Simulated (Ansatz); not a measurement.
**Effect of pressure 1.5 GPa on TiO**

Start from TiO (space group C2/m, No. 12; a = 9.208 Å, b = 4.123 Å, c = 5.759 Å, α = γ = 90.00°, β = 107.35°).

Now apply this change: cell and atoms relaxed at a pressure of 1.5 GPa.

The values are results of PBEsol in Ansatz (plane waves to 420 eV, PAW, without spin-orbit coupling), not measurements. Settings: 12×12×8 k-points, 0.05 eV Fermi–Dirac smearing.

```tsv
quantity	base	changed	shift
volume per atom	10.43 Å³	10.36 Å³	-0.07 Å³
density	5.08 g/cm³	5.12 g/cm³	+0.04 g/cm³
shortest interatomic distance	1.971 Å	1.969 Å	-0.002 Å
enthalpy H = E + PV relative to the base's energy	–	+0.10 eV/atom	–
band gap	zero	zero	–
```

Final structure:

```xyz
10
Lattice="4.5931 -2.0575 -0.0003 4.5931 2.0575 -0.0003 -1.7139 0.0000 5.4823" Properties=species:S:1:pos:R:3 pbc="T T T"
Ti     5.4375     0.0000     1.7783
Ti     2.0348     0.0000     3.7033
Ti     4.6832     0.0000     4.5512
Ti     2.7892     0.0000     0.9304
Ti    -0.8570     0.0000     2.7411
O      4.5931     0.0000    -0.0003
O      7.3448     0.0000     0.9190
O      0.1275     0.0000     4.5626
O      6.5050     0.0000     3.6136
O      0.9673     0.0000     1.8680
```

Load acts through the strain it causes; cell and atoms are relaxed under it. Whether these cells are dynamically stable was not tested. No Hubbard U is applied, and correlation can decide whether such a compound is a metal. The final runs are not spin-polarised.

Ansatz is a quantum-chemistry and plane-wave program.
